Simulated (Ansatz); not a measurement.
Results of LDA (plane waves, PAW; Ansatz, an electronic-structure program) for Al2O3 (model structure, started from the Al2S3 type, Amm2, No. 38, 10 atoms in the cell).

Numerical settings: plane-wave cutoff 520 eV, 8×8×8 k mesh, Fermi–Dirac smearing 0.01 eV, scalar-relativistic PAW data made under PBE.

Cell (relaxed at this level):

```cif
data_Al4O6
_chemical_formula_sum 'Al4 O6'
_space_group_name_H-M_alt 'P 1'
_space_group_IT_number 1
_cell_length_a 5.62730
_cell_length_b 5.62730
_cell_length_c 5.59571
_cell_angle_alpha 119.813
_cell_angle_beta 119.813
_cell_angle_gamma 56.015
loop_
_space_group_symop_operation_xyz
  'x, y, z'
loop_
_atom_site_label
_atom_site_type_symbol
_atom_site_fract_x
_atom_site_fract_y
_atom_site_fract_z
_atom_site_occupancy
Al1 Al 0.08849 0.08850 0.57180 1
Al2 Al 0.08850 0.08849 0.07180 1
Al3 Al 0.74294 0.74295 0.47626 1
Al4 Al 0.74295 0.74294 0.97626 1
O1 O 0.90547 0.35255 0.86231 1
O2 O 0.35255 0.90547 0.36231 1
O3 O 0.86903 0.86903 0.85234 1
O4 O 0.86903 0.86903 0.35234 1
O5 O 0.35255 0.90547 0.86232 1
O6 O 0.90547 0.35255 0.36232 1
```

Q: Give the computed band gap.

A: 
- band gap: 4.03 eV (on the SCF k mesh)

Note: the relaxation could raise the start's symmetry but not lower it, so the cell can be a saddle point.

Static lattice: no zero-point or thermal effects.

Computing time: around 23 core-minutes (rough).

A model structure was made by putting elements into a prototype or built by hand; it is no filed structure, need not be a known phase, and can be a saddle point held by its symmetry.
